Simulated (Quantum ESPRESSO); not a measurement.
## A short convergence ladder for RbP2Ru2 (I4mm, 5 atoms in the cell)

```yaml
crystal:
  lattice:
    - [-2.00976, 2.00976, 6.58610]
    - [2.00976, -2.00976, 6.58610]
    - [2.00976, 2.00976, -6.58610]
  atoms:
    - { symbol: Rb, position: [0.00380, 0.00380, 0.00000] }
    - { symbol: P, position: [0.33349, 0.33349, 0.00000] }
    - { symbol: P, position: [0.66651, 0.66651, 0.00000] }
    - { symbol: Ru, position: [0.75000, 0.25000, 0.50000] }
    - { symbol: Ru, position: [0.25000, 0.75000, 0.50000] }
```

Base method: PBEsol, GBRV 1.5 ultrasoft (PBESOL) pseudopotentials (plane waves; Quantum ESPRESSO).

Base settings: ecutwfc = 40 Ry; ecutrho = 320 Ry; occupations = smearing; smearing = fermi-dirac; degauss = 0.0073499 Ry; potentials = {Rb: rb_pbesol_v1.uspp.F.UPF, P: p_pbesol_v1.5.uspp.F.UPF, Ru: ru_pbesol_v1.2.uspp.F.UPF}; K_POINTS = automatic 5 5 5 0 0 0; conv_thr = 1e-10 Ry; mixing_beta = 0.5.

The count of work is k-points × plane waves × bands × iterations; it is no time. Core times come from one kind of shared machine, to one figure; runs under 30 s give none.

**The k-point mesh**

Only quantities that move along the ladder and can be compared are tabulated.

| K_POINTS | free energy less the last step's (meV/atom) | pressure (GPa) | largest difference of a force vector from the last step's (eV/Å) | count of work / last | core time / last (rough) |
|---|---|---|---|---|---|
| automatic 2 2 2 0 0 0 | -55.96 | -1.81 | 0.748 | 0.13 | 0.3 |
| automatic 3 3 3 0 0 0 | -27.70 | -0.69 | 0.361 | 0.18 | 0.3 |
| automatic 4 4 4 0 0 0 | -11.89 | -0.88 | 0.197 | 0.40 | 0.5 |
| automatic 5 5 5 0 0 0 | -1.46 | -0.55 | 0.059 | 0.60 | 0.6 |
| automatic 6 6 6 0 0 0 | 0.00 | -0.63 | 0.000 | 1.0 | 1 |

Coarsest K_POINTS that holds the forces within 0.02 eV/Å: not settled: the last two steps still differ by 0.059 eV/Å, over half the tolerance, so the ladder does not show it.

Coarsest K_POINTS that holds the pressure within 1 GPa of the last step, with all finer ones: automatic 3 3 3 0 0 0, at 0.18 of the last step's count of work and about 0.3 of the last step's time; the step before is off by 1.2 GPa.

Coarsest K_POINTS that holds the free energy within 5 meV/atom of the last step, with all finer ones: automatic 5 5 5 0 0 0; the step before is off by 12 meV/atom.

On the base run: the starting cell comes from a database of computed structures (which also holds hypothetical and non-ambient phases and stackings), without a prior relaxation at this level. Its lattice was rescaled by up to half a per cent. One atom was moved a little off its site on purpose. Spin polarisation is off; with an odd number of electrons in the cell that forces a metal, and a magnetic state may lie lower.
